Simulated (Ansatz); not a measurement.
CeO2: pressure series

Take CeO2 in the fluorite structure (space group Fm-3m, No. 225) as the base.

```yaml
crystal:
  lattice:
    - [0.00000, 2.71868, 2.71868]
    - [2.71868, 0.00000, 2.71868]
    - [2.71868, 2.71868, 0.00000]
  atoms:
    - { symbol: Ce, position: [0.00000, 0.00000, 0.00000] }
    - { symbol: O, position: [0.25000, 0.25000, 0.25000] }
    - { symbol: O, position: [0.75000, 0.75000, 0.75000] }
```

Cell and atoms are relaxed at each pressure.

Computed with DFT with r2SCAN, PAW potentials and a 500 eV plane-wave cutoff in Ansatz (an electronic-structure program), scalar-relativistic without spin-orbit coupling.

Candidates:
(a) pressure 22.5 GPa
(b) pressure 4.5 GPa
(c) pressure 15 GPa
(d) pressure −1 GPa

Base values:

* **Band gap**: 2.20 eV

Q: Order them by band gap, highest first.

A: (a) pressure 22.5 GPa (2.52 eV), (c) pressure 15 GPa (2.42 eV), (b) pressure 4.5 GPa (2.27 eV), (d) pressure −1 GPa (2.18 eV)

Load acts through the strain it causes; cell and atoms are relaxed under it. Stability against distortions was not tested. No other phases were tried under pressure. Seeded moments were not kept for the base. All final runs are without spin polarisation.
